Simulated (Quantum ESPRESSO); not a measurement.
Input and output of a self-consistent single point for CdSe (P6_3mc, 4 atoms in the cell) (Quantum ESPRESSO).

Level of theory: PBE, GBRV 1.5 ultrasoft (PBE) pseudopotentials (plane waves; Quantum ESPRESSO).

The change in words: lattice scaled by 0.98. Reference geometry:
```yaml
crystal:
  lattice:
    - [4.32827, 0.00000, 0.00000]
    - [-2.16413, 3.74839, 0.00000]
    - [0.00000, 0.00000, 7.06077]
  atoms:
    - { symbol: Cd, position: [0.66667, 0.33333, 0.49995] }
    - { symbol: Cd, position: [0.33333, 0.66667, 0.99995] }
    - { symbol: Se, position: [0.66667, 0.33333, 0.87591] }
    - { symbol: Se, position: [0.33333, 0.66667, 0.37591] }
```

Reference input (self-consistent single point, DFT, PBE, plane waves, GBRV 1.5 ultrasoft (PBE) pseudopotentials): ecutwfc = 40 Ry; ecutrho = 200 Ry; occupations = smearing; smearing = fermi-dirac; degauss = 0.000734986 Ry; potentials = {Cd: cd_pbe_v1.uspp.F.UPF, Se: se_pbe_v1.uspp.F.UPF}; K_POINTS = automatic 5 5 3 0 0 0; conv_thr = 1e-09 Ry. This run's input differs from it in these lines:

```diff
@@ -11,4 +11,4 @@
    ibrav = 4
-   A = 4.328270630
-   C = 7.060772000
+   A = 4.241705335
+   C = 6.919557000
    nat = 4
```

Output (repeated stretches shortened):

```
     Self-consistent Calculation

     iteration #  1     ecut=    40.00 Ry     beta= 0.70

---- Real-time Memory Report at c_bands before calling an iterative solver
           155 MiB given to the printing process from OS
            40 MiB allocation reported by mallinfo(arena+hblkhd)
------------------

     Threshold (ethr) on eigenvalues was too large:
     Diagonalizing with lowered threshold

---- Real-time Memory Report at c_bands before calling an iterative solver
           171 MiB given to the printing process from OS
            48 MiB allocation reported by mallinfo(arena+hblkhd)
------------------

   [... lines left out ...]
           182 MiB given to the printing process from OS
            58 MiB allocation reported by mallinfo(arena+hblkhd)
------------------

     negative rho (up, down):  4.383E-02 0.000E+00

     total energy              =    -316.82025157 Ry
     estimated scf accuracy    <          1.4E-09 Ry

     iteration # 10     ecut=    40.00 Ry     beta= 0.70

---- Real-time Memory Report at c_bands before calling an iterative solver
           183 MiB given to the printing process from OS
            59 MiB allocation reported by mallinfo(arena+hblkhd)
------------------

     negative rho (up, down):  4.383E-02 0.000E+00
     End of self-consistent calculation

     the Fermi energy is     6.2119 ev

!    total energy              =    -316.82025157 Ry
     estimated scf accuracy    <          4.4E-11 Ry
     smearing contrib. (-TS)   =      -0.00000000 Ry
     internal energy E=F+TS    =    -316.82025157 Ry

     convergence has been achieved in  10 iterations

     negative rho (up, down):  4.383E-02 0.000E+00

     Forces acting on atoms (cartesian axes, Ry/au):

     atom    1 type  1   force =     0.00000000    0.00000000    0.00071874
     atom    2 type  1   force =     0.00000000    0.00000000    0.00071874
     atom    3 type  2   force =     0.00000000    0.00000000   -0.00071874
     atom    4 type  2   force =    -0.00000000    0.00000000   -0.00071874

     Total force =     0.001437     Total SCF correction =     0.000002

     negative rho (up, down):  4.383E-02 0.000E+00
          total   stress  (Ry/bohr**3)                   (kbar)     P=       56.68
   0.00038689  -0.00000000   0.00000000           56.91       -0.00        0.00
  -0.00000000   0.00038689   0.00000000           -0.00       56.91        0.00
   0.00000000   0.00000000   0.00038211            0.00        0.00       56.21

   JOB DONE.
```

The run converged in 10 iterations. Against the reference run the free energy rises by 41.1 meV/atom, the pressure goes from 1.91 to 5.67 GPa, the largest force goes from 0.011 to 0.018 eV/Å and the gap on the mesh goes from 0.596 to 0.726 eV.

The starting cell comes from a database of computed structures (which also holds hypothetical and non-ambient phases and stackings), without a prior relaxation at this level. Its lattice was rescaled by a random factor within 2.5 % of one. For this run, on top of that: lattice scaled by 0.98. With a pressure of about 6 GPa the cell is away from its equilibrium volume at this level.
